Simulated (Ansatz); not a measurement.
Functionals compared on CH3 on the 1x1 (10-10) surface of wurtzite ZnO (cut with top plane O + Zn), one in a 2x1 cell, started at the site 'top O', in Ansatz (plane waves, PAW). The structure was relaxed with PBE; the other rows are single points on it, each with its references at the same level. Cutoff 420 eV (500 eV for r2SCAN). The points keep PBE's geometry, so the relaxation of a polaron and the settling of charge on one site are left out.

Host crystal: wurtzite ZnO, with a band gap (PBE, scalar-relativistic without spin-orbit coupling).

Slab: 36 atoms, 9.4 Å thick at the start under the adsorbate (thin: gaps and levels are the slab's own); k 3x4x1, smearing 0.01 eV, dipole-corrected; 16 atoms held, the rest relaxed; no symmetry held; spin-polarised, no spin-orbit, no U, no dispersion correction. The starting moment vanished. At the end it is bonded to O. In PBE it is, or lies within 0.03 eV of, the lowest of the starts that converged. These notes are the PBE run's. r2SCAN: The program's check for a lower electronic state was not made. Adsorption energies are against CH4(g) − ½ H2(g). A negative adsorption energy means that the adsorbate is more stable on the surface than in its reference.

```csv
functional,adsorption energy (eV),magnetic moment of the cell (μB),rough cost of the single point
PBE,1.43,0.00,–
RPBE,1.62,0.00,very roughly 5 core-minutes
r2SCAN,___,0.00,about 10 core-minutes (a rough figure)
```

**Question.** Complete the blanks.

**Answer.** 
- r2SCAN, adsorption energy (eV): 1.59

Ansatz is a quantum-chemistry and plane-wave program.
